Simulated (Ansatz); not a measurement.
Given:

```
MgSe
1.0
    0.00000     2.59965     2.59965
    2.59965     0.00000     2.59965
    2.59965     2.59965     0.00000
Mg Se
1 1
Direct
  0.00000   0.00000   0.00000
  0.50000   0.50000   0.50000
```

No spin polarisation.

Level of theory: PBE/PAW in Ansatz (a program for electronic structure), no spin-orbit coupling. k-mesh 10×10×10 (Γ-centred); smearing 0.05 eV (Fermi–Dirac).

Task: Predict the electron mass, band gap and gap character.

Result: 
```json
{
 "electron_mass": "0.51 mₑ along k, 0.24 mₑ across (at X)",
 "band_gap": "2.06 eV",
 "gap_character": "indirect, Γ → X"
}
```

Load acts through the strain it causes; cell and atoms are relaxed under it. Masses are band curvatures over ±0.01 Å⁻¹ around the edge. Along k means along the line from Γ to the band edge. Whether these cells are dynamically stable was not tested. Competing high-pressure phases were not computed. The cell was made from MgSe in the rock salt structure (space group Fm-3m, No. 225) by this change: pressure 15 GPa.
